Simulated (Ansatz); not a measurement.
The parent structure is K₂PtH₆ (space group Fm-3m, No. 225; a = 8.114 Å; a cell from a computed database, its experimental status unchecked).

Level of theory: r2SCAN in Ansatz (plane waves to 500 eV, PAW, scalar-relativistic without spin-orbit coupling), earlier PAW set.

Before the change:

The band gap is 4.36 eV. The density is 3.47 g/cm³. The gap character is indirect, L → X.

It is then changed as follows: a hydrostatic pressure of 45 GPa.

### Question
Estimate the effect on the band gap.

### Answer
The band gap drops by 1.57 eV, from 4.36 eV to 2.79 eV.

### Question
What happens to the density?

### Answer
The density rises by 3.01 g/cm³ to 6.48 g/cm³.

### Question
How does this affect the gap character?

### Answer
The gap character changes from indirect, L → X to indirect, K–Γ (11 % along) → X.

Spin-orbit coupling, missing from the scalar runs, can matter with Pt. Load acts through the strain it causes; cell and atoms are relaxed under it. Stability against distortions was not tested. Competing high-pressure phases were not computed.

Ansatz is a quantum-chemistry and plane-wave program.
